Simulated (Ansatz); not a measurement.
# Short convergence ladders for a (001) slab of Mg3Au (cut from a parent of space group no. 194; 8 atoms in the cell)

```
CELL_PARAMETERS angstrom
      4.64986     0.00000     0.00000
     -2.32493     4.02689     0.00000
      0.00000     0.00000    21.14372
ATOMIC_POSITIONS crystal
  Mg 0.00000 0.00000 0.40007
  Mg 0.00000 0.00000 0.59993
  Mg 0.33333 0.66667 0.66893
  Mg 0.66667 0.33333 0.33107
  Mg 0.66667 0.33333 0.46907
  Mg 0.33333 0.66667 0.53092
  Au 0.33333 0.66667 0.40007
  Au 0.66667 0.33333 0.59993
```

Base method: LDA (PW92), default PAW files made with PBE (plane waves; Ansatz, a first-principles code).

Base settings: basis.ecutwfc = 420 eV; kpoints.mp_grid.grid = 8 8 1; hamiltonian.xc = lda; hamiltonian.pseudopotentials = {kind: paw} (the program's default PAW files); scf.occupations.method = gaussian; scf.occupations.width = 0.1 eV.

The count of work is k-points × plane waves × bands × iterations; it is no time. Core times come from one kind of shared machine, to one figure; runs under 30 s give none.

**The k-point mesh**

Only quantities that move along the ladder and can be compared are tabulated.

```tsv
kpoints.mp_grid.grid	free energy less the last step's (meV/atom)	largest difference of a force vector from the last step's (eV/Å)	count of work / last
2 2 1	110.23	0.285	0.065
3 3 1	3.01	0.216	0.080
4 4 1	-8.11	0.058	0.11
5 5 1	-8.56	0.034	0.12
6 6 1	4.82	0.051	0.17
7 7 1	-0.78	0.027	0.21
8 8 1	-1.87	0.033	0.21
10 10 1	0.85	0.054	0.33
11 11 1	1.55	0.012	0.33
13 13 1	-0.91	0.009	0.44
15 15 1	1.07	0.012	0.64
18 18 1	0.04	0.004	0.77
21 21 1	0.00	0.000	1.0
```

Coarsest kpoints.mp_grid.grid that holds the free energy within 0.5 meV/atom of the last step, with all finer ones: 18 18 1; the step before is off by 1.1 meV/atom.

Coarsest kpoints.mp_grid.grid that holds the forces within 0.02 eV/Å of the last step, with all finer ones: 11 11 1, at 0.33 of the last step's count of work; the step before is off by 0.054 eV/Å.

Two neighbours can agree and both be off: 4 4 1 and 5 5 1 differ by 0.45 meV/atom in the free energy, yet lie about 8.6 meV/atom from the last step.

**The depth of the slab**

Surface energy = (E_slab − N e_bulk)/2A, with e_bulk from the bulk crystal on its finest mesh (150 k-points); errors per atom of slab and bulk, whose meshes differ, grow with N.

The mesh stays at the base's, so the ladder's end is converged at best in this setting alone.

Only quantities that move along the ladder and can be compared are tabulated.

```csv
atoms,unrelaxed surface energy (J/m²),count of work / last,core time / last (rough)
8,1.007,0.099,–
16,1.024,0.32,0.4
24,1.024,0.61,0.8
32,1.035,1.0,1
```

Smallest size that holds the unrelaxed surface energy within 0.02 J/m²: not settled: the last two steps still differ by 0.011 J/m², over half the tolerance, so the ladder does not show it.

On the base run: the starting cell comes from a database of computed structures (which also holds hypothetical and non-ambient phases and stackings), without a prior relaxation at this level. The slab is cut from that crystal, and its faces are unrelaxed. Its lattice was rescaled by up to half a per cent.

Keys are those of Ansatz 0.2.
